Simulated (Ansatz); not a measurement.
WGe$_{2}$ (space group Fm-3m, No. 225; a hypothetical phase, not in the database extracts checked)

Space group Fm-3m (No. 225); a = 6.0484 Å, b = 6.0484 Å, c = 6.0484 Å, α = 90.00°, β = 90.00°, γ = 90.00°

```csv
atom,site,symmetry,x,y,z
W,4a,m-3m,0.0000,0.0000,0.0000
Ge,8c,-43m,0.2500,0.2500,0.2500
```
(The calculation used a cell of 3 atoms; values per cell refer to that cell.)

Calculations: Ansatz (a program for electronic structure) PBEsol, no spin-orbit coupling. k-mesh 13×13×13 (Γ-centred); smearing 0.05 eV (Fermi–Dirac).

```json
{
 "volume_per_atom": "18.44 Å³",
 "density": "9.88 g/cm³",
 "band_gap": "zero",
 "total_energy": "-6253.846 eV/atom (σ→0; compares only within this code and set-up)"
}
```

No phonon test of stability was made. All final runs are without spin polarisation. WGe2 has a high density of states at the Fermi level and may be magnetic at this level.
